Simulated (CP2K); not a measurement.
Worked example: self-consistent single point of BaCd2 (P1, 6 atoms in the cell) in CP2K.

Computed with PBEsol, GPW, DZVP-MOLOPT-SR-GTH basis, GTH-PBE potentials (GTH_POTENTIALS) (CP2K 2026.2).

The change in words: atoms moved at random. Reference geometry:
```
CELL_PARAMETERS angstrom
      6.46379     0.00000     0.00000
     -0.87107     6.40483     0.00000
     -1.22131    -4.57775     4.39695
ATOMIC_POSITIONS crystal
  Ba 0.70133 0.45133 0.25000
  Ba 0.29867 0.54867 0.75000
  Cd 0.72653 0.16407 0.56246
  Cd 0.27347 0.83593 0.43754
  Cd 0.10161 0.16407 0.93754
  Cd 0.89839 0.83593 0.06246
```

Reference input (self-consistent single point, DFT PBEsol, GPW, DZVP-MOLOPT-SR-GTH basis, GTH-PBE potentials (GTH_POTENTIALS)): CUTOFF = 500 Ry; REL_CUTOFF = 40 Ry; SMEAR/METHOD = FERMI_DIRAC; ELECTRONIC_TEMPERATURE = 1160.45 K; KPOINTS/SCHEME = MONKHORST-PACK 4 4 4; GAMMA_CENTERED = T; XC_FUNCTIONAL = PBE:PBESOL; Ba/BASIS_SET = DZVP-MOLOPT-SR-GTH; Ba/POTENTIAL = GTH-PBE-q10; Cd/BASIS_SET = DZVP-MOLOPT-SR-GTH; Cd/POTENTIAL = GTH-PBE-q12; METHOD = GPW. This run's input differs from it in these lines:

```diff
@@ -74,8 +74,8 @@
       SCALED
-      Ba       0.70133000     0.45133000     0.25000000
-      Ba       0.29867000     0.54867000     0.75000000
-      Cd       0.72653000     0.16407000     0.56246000
-      Cd       0.27347000     0.83593000     0.43754000
-      Cd       0.10161000     0.16407000     0.93754000
-      Cd       0.89839000     0.83593000     0.06246000
+      Ba       0.70055000     0.43972500     0.23585200
+      Ba       0.30051900     0.56211400     0.76397200
+      Cd       0.72255300     0.17200200     0.57048500
+      Cd       0.27293100     0.82568400     0.42124700
+      Cd       0.10301400     0.15867900     0.94296500
+      Cd       0.90043300     0.84179700     0.06547900
     &END COORD
```

Output, abridged:

```
 SCF WAVEFUNCTION OPTIMIZATION

  Step     Update method      Time    Convergence         Total energy    Change
     1 NoMix/Diag. 0.30E+00      -     1.16279106      -235.5622848239 -2.36E+02
     2 Broy./Diag. 0.30E+00      -     0.04328386      -237.4902348424 -1.93E+00
     3 Broy./Diag. 0.30E+00      -     0.10539626      -235.8720002141  1.62E+00
     4 Broy./Diag. 0.30E+00      -     0.02984239      -234.7044764423  1.17E+00
     5 Broy./Diag. 0.30E+00      -     0.01042173      -234.7117048625 -7.23E-03
     6 Broy./Diag. 0.30E+00      -     0.00341821      -234.8458084150 -1.34E-01
   [... 9 lines left out ...]
    16 Broy./Diag. 0.30E+00      -     0.00000173      -234.8759651565  3.08E-05
    17 Broy./Diag. 0.30E+00      -     0.00000011      -234.8759629642  2.19E-06
    18 Broy./Diag. 0.30E+00      -     0.00000032      -234.8759622273  7.37E-07
    19 Broy./Diag. 0.30E+00      -     0.00000003      -234.8759624152 -1.88E-07
  *** SCF run converged in    19 steps ***

  Overlap energy of the core charge distribution:               0.00000000011195
  Self energy of the core charge distribution:               -399.90973443930523
  Core Hamiltonian energy:                                    115.97913644551187
  Hartree energy:                                              82.53947508585595
  Exchange-correlation energy:                                -33.47952979765496
  Electronic entropic energy:                                  -0.00530970964749
  Fermi energy:                                                 0.24907749653874

  Total energy:                                              -234.87596241518665
  Total energy (extrapolated to T->0):                       -234.87330756036292

   [... lines left out ...]

 STRESS| Analytical stress tensor [bar]
 STRESS|                        x                   y                   z
 STRESS|      x        9.32082402000E+03  -3.56529556301E+02  -1.47573837169E+03
 STRESS|      y       -3.56529556301E+02   6.72909102300E+03  -2.66995131790E+03
 STRESS|      z       -1.47573837169E+03  -2.66995131790E+03   8.55730424971E+03
 STRESS| 1/3 Trace                                             8.20240643090E+03
```

The run converged in 19 iterations. Against the reference run the free energy goes up by 6.8 meV/atom, the pressure moves little (0.74 to 0.82 GPa) and the largest force goes from 0.044 to 0.328 eV/Å.

The starting cell comes from a database of computed structures (which also holds hypothetical and non-ambient phases and stackings), without a prior relaxation at this level. Its lattice was rescaled by a random factor within 2.5 % of one. For this run, on top of that: atoms moved at random. Values carry the incompleteness of an atom-centred basis. The potentials were made for another functional than the one used.

Cost on one core of a shared machine: roughly 3 min.
